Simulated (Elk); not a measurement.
Band structure of NaBeO3 (Pm-3m, 5 atoms in the cell).

```
CELL_PARAMETERS angstrom
      3.50610     0.00000     0.00000
      0.00000     3.50610     0.00000
      0.00000     0.00000     3.50610
ATOMIC_POSITIONS crystal
  Na 0.00000 0.00000 0.00000
  Be 0.50000 0.50000 0.50000
  O  0.50000 0.50000 0.00000
  O  0.00000 0.50000 0.50000
  O  0.50000 0.00000 0.50000
```

Method of the run: Elk with LDA (PW92), all-electron FP-LAPW, Elk's shipped species files, APW+lo basis with extra local orbitals.

Settings: rgkmax = 7.5; swidth = 0.00183747 Ha; ngridk = 6 6 6; gmaxvr = 18 1/bohr; lmaxapw = 10; lmaxo = 8; nxlo = 2; lorbcnd = true; lradstp = 2; nrmtscf = 2; rmtscf = 0.86; lmaxi = 4; maxscl = 100.

The starting cell comes from a database of computed structures (which also holds hypothetical and non-ambient phases and stackings), without a prior relaxation at this level. Its lattice was rescaled by a random factor within 2.5 % of one. Values depend on the basis (sphere radii, cutoffs, local orbitals), which need not be converged. The run gives no clean gap (levels at the Fermi energy touch, overlap or are partly filled at this smearing), which alone does not show that the compound is a metal.

Levels in eV from the Fermi level, bands 11 to 18:
```json
[
 {"point": "Γ", "11": "-0.50", "12": "-0.50", "13": "-0.50", "14": "0.15", "15": "0.15", "16": "0.15", "17": "8.22", "18": "12.10"},
 {"point": "X", "11": "-2.41", "12": "-1.37", "13": "-1.37", "14": "-1.11", "15": "-0.11", "16": "-0.11", "17": "11.47", "18": "11.90"},
 {"point": "M", "11": "-1.61", "12": "-1.61", "13": "-1.38", "14": "-1.38", "15": "-0.12", "16": "0.88", "17": "12.85", "18": "13.31"},
 {"point": "R", "11": "-3.78", "12": "-0.09", "13": "-0.09", "14": "0.92", "15": "0.92", "16": "0.92", "17": "10.52", "18": "12.09"}
]
```

Bands cross the Fermi level along this path, so the cell is metallic at this level.
